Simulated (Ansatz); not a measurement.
Base system: AlN in the wurtzite structure (space group P6_3mc, No. 186; a = 3.089 Å, c = 4.943 Å). Axes: x lies along a and z along c of the hexagonal cell.

The values are results of LDA (Ansatz, a quantum-chemistry and plane-wave program, PAW, no spin-orbit coupling), not measurements.

Strains are applied to the cell and any free atomic positions relax.

One change was made to it. Results:

The shortest interatomic distance shrinks by 0.0048 Å, from 1.876 Å to 1.872 Å; the band gap increases by 0.07 eV to 4.49 eV; the valence-band top at Γ (three highest levels, from the VBM) goes from 0.00, -0.23, -0.23 eV to 0.00, -0.18, -0.22 eV.

### Question
Which of these changes matches the shifts?
A) uniaxial strain ε_xx = −0.60 %
B) uniaxial strain ε_xx = −1.80 %
C) uniaxial strain ε_xx = −1.20 %

### Answer
A, uniaxial strain ε_xx = −0.60 %. For comparison, the band gap in the other runs: uniaxial strain ε_xx = −1.20 % gives 4.56 eV; uniaxial strain ε_xx = −1.80 % gives 4.62 eV.

Stability against distortions was not tested.
